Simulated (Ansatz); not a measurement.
Consider BaTiO₃ in the cubic perovskite structure (space group Pm-3m, No. 221; a = 3.935 Å). Axes: x, y, z lie along the cube axes.

Level of theory: LDA/PAW in Ansatz (a quantum-chemistry and plane-wave program), no spin-orbit coupling.

It is then changed as follows: the cell is stretched by 1.80 % along z with no lateral relaxation; the atoms relax in the strained cell.

Question: Predict the stress tensor and what it implies for the stiffness.

Answer: Stress of the strained cell less that of the base (GPa, compression positive):
```
  -2.04    0.00    0.00
   0.00   -2.04    0.00
   0.00    0.00   -5.73
```

Then −Δσ_ii/ε with ε = 0.0180 gives secant stiffness values (nonlinear terms included at this strain): C33 ≈ 318 GPa, C13 ≈ 113 GPa and C23 ≈ 113 GPa.

As a check, the harmonic strain energy −½ V₀ Δσ:ε is 3.9 meV/atom; the computed energy rise is 4.1 meV/atom.

Stability against distortions was not tested. All final runs are without spin polarisation. Many cubic perovskites are stable only at high temperature; tilts and polar distortions were not tested. This is not the structure that BaTiO3 has at room temperature and ambient pressure.
